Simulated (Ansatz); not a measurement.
Consider the following.

End structure of a constructed model of the (110) surface of bcc Ta, a layer of Al in place of the third plane (bottom of the slab: a bare face, its two planes held):

```xyz
6
Lattice="2.8744 0.0000 0.0000 -0.9581 2.7100 0.0000 0.0000 0.0000 27.5000" Properties=species:S:1:pos:R:3 pbc="T T T"
Ta     0.9581     1.3550     8.1767
Ta     0.0000     0.0000    10.5236
Ta     0.9581     1.3550    12.8403
Al     0.0000     0.0000    15.0930
Ta     0.9581     1.3550    17.3377
Ta     0.0000     0.0000    19.5643
```

Slab: 6 atoms, 11.1 Å thick at the start; k 14x14x1, smearing 0.1 eV, dipole-corrected; 2 atoms held, the rest relaxed; start symmetry kept, larger cells not searched; no spin, no spin-orbit, no U. In PBE it is, or lies within 0.01 eV a 1x1 cell of, the lowest of the 2 structures of its composition computed so far; larger cells were not tried.

Task: What work function of the top face does PBE in Ansatz (a first-principles code) give?

Result: 4.82 eV
